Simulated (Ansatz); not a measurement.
By PBEsol, the system below comes out a metal.

Without scattering a metal conducts by its projected Fermi surface.

Consider the following.

```yaml
crystal:
  lattice:
    - [3.80870, 0.00000, 0.00000]
    - [0.00000, 3.80870, 0.00000]
    - [1.90435, -1.90435, 2.69315]
  atoms:
    - { symbol: Si, position: [0.75000, 0.75000, 0.50000] }
    - { symbol: Si, position: [0.25000, 0.25000, 0.50000] }
    - { symbol: Ni, position: [0.00000, 0.00000, 0.00000] }
```

The cell is taken as given.

The current flows along the normal of the first two printed cell vectors, the (001) plane of the conventional cell. No spin-orbit coupling; the value is a mean over 0.1 eV about the Fermi level.

Compute, with PBEsol (Ansatz, a program for electronic structure), the ballistic conductance per area.

0.54 × 10¹⁵ S/m² for both spins.
